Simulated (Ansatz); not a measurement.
Si (diamond structure), cut as (100) film, 12 layers, dimers on {100} faces where they fit, ended by OH. Cell contents Si48O8H8; atoms relaxed. k-points: Γ-centred 4×4×1 mesh; occupations: Fermi-Dirac, 0.020 eV; spin polarisation not allowed. No spin-orbit coupling.

 The in-plane lattice is held at the bulk value.

Problem. What electronic structure (gap or metallic character) does Ansatz (a first-principles code) with PBE give?

Solution. 
electronic character: not metallic
Kohn-Sham band gap: 0.80 eV
change of bonding against the cut: none
number of neighbours within 2.836 Å (ending not counted): 3 for 8 atoms, 4 for 40 atoms
mean Si-Si distance (least to greatest): 2.374 Å (2.350 to 2.442)
